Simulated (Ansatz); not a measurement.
Consider interstitial N in fcc Al, neutral cell. These are PBE, PAW (plane waves to 420 eV; Ansatz, a program for electronic structure) values and carry that method's errors.

Cell of 32 host sites held at the relaxed PBE lattice; a 3×3×3 k-point mesh shifted by half a step; Fermi-Dirac width 0.10 eV, spin-restricted; finite-size errors left in. Energies are static. Sites that were not tried may lie lower.

Barriers: single points on a 5×5×5 k-point mesh shifted by half a step at the bands' geometries.

The step: N moves alone to another site; the atom moves 1.75 Å along (-0.25, -0.25, -0.25) of the unit cell; the moving atom starts with neighbours 4 Al at 1.87 Å and ends with 6 Al at 2.07 Å.

Question: Give the migration barrier of this step at the level PBE, PAW.

Answer: 0.91 eV forward and 0.17 eV backward. At the saddle the moving atom has neighbours 2 Al at 1.86, Al at 1.91, Al at 2.29 Å. The program found a first-order saddle point.
